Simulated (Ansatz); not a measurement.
```
CELL_PARAMETERS angstrom
      3.89269     0.00000     0.00000
     -1.94635     3.37117     0.00000
      0.00000     0.00000    16.48620
ATOMIC_POSITIONS crystal
  Ga 0.33333 0.66667 0.17527
  Ga 0.66667 0.33333 0.67527
  Ga 0.66667 0.33333 0.82473
  Ga 0.33333 0.66667 0.32473
  Se 0.33333 0.66667 0.60663
  Se 0.66667 0.33333 0.10663
  Se 0.66667 0.33333 0.39337
  Se 0.33333 0.66667 0.89337
```

No spin polarisation.

Level of theory: PBE-D3(BJ) (Ansatz, an electronic-structure program), no spin-orbit coupling, earlier PAW set. k-mesh 10×10×2 (Γ-centred); smearing 0.05 eV (Fermi–Dirac).

### Question
What gap character does the calculation give?

### Answer
Direct at Γ.

### Question
Predict the electron mass.

### Answer
0.087 mₑ along c, 0.11 mₑ across (at Γ).

### Question
What is the computed band gap?

### Answer
0.49 eV.

The cells carry an imposed strain or load. Masses are band curvatures over ±0.01 Å⁻¹ around the edge. Stability against distortions was not tested. The cell was made from GaSe in the beta-GaS type structure (space group P6_3/mmc, No. 194; layered, stacked along the Cartesian z axis) by this change: isotropic strain +3.27 %.
